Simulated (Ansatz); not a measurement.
The parent structure is InSb in the zinc blende structure (space group F-43m, No. 216; a = 6.6351 Å).

The values are results of Ansatz (an electronic-structure program) PBE, no SOC, not measurements.

Strains are applied to the cell and any free atomic positions relax.

One change was made to it. Results:

The pressure goes from zero to -0.5 GPa; the energy grows by 0.9 meV/atom; the band gap remains zero.

Problem. What was done to the base?
(A) isotropic strain +0.50 %
(B) isotropic strain +1.50 %
(C) isotropic strain −3.00 %
(D) isotropic strain +1.00 %
(E) isotropic strain −2.50 %

Solution. A, isotropic strain +0.50 %. For comparison, the energy relative to the base in the other runs: isotropic strain −2.50 % gives +26 meV/atom; isotropic strain +1.50 % gives +8.0 meV/atom; isotropic strain −3.00 % gives +38 meV/atom; isotropic strain +1.00 % gives +3.6 meV/atom.

With Sb present, leaving out spin-orbit coupling can change the band edges. No phonon test of stability was made. The final runs are not spin-polarised. The zero or small gap of InSb can change with the level of theory.
